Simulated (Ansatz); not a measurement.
The starting structures come from a database of crystals and need not be the phases stable at ambient conditions.

 Where the default PAW files enter, the runs use the earlier of Ansatz's two default sets.

By PBEsol, the system below comes out a metal.

The ballistic (Sharvin) conductance counts the channels at the Fermi level: G/A = (e²/h) × channels of both spins per area.

Input:

```
CELL_PARAMETERS angstrom
      4.23722     0.00000     0.00000
      0.00000     5.32387     0.00000
      0.00000     0.00000     4.66928
ATOMIC_POSITIONS crystal
  Cu 0.50000 0.00000 0.30100
  Cu 0.00000 0.50000 0.69900
  Cu 0.00000 0.24948 0.15581
  Cu 0.00000 0.75052 0.15581
  Cu 0.50000 0.25052 0.84419
  Cu 0.50000 0.74948 0.84419
  Sn 0.50000 0.50000 0.34118
  Sn 0.00000 0.00000 0.65882
```

Space group of this cell: Pmmn. The cell is strained (all lengths scaled by 0.98); by PBEsol its mean pressure is 7.0 GPa.

The current flows along the normal of the first two printed cell vectors. No spin-orbit coupling; the value is a mean over 0.1 eV about the Fermi level.

### Question
State the ballistic conductance per area according to PBEsol in Ansatz (a first-principles code).

### Answer
0.76 × 10¹⁵ S/m² for both spins.
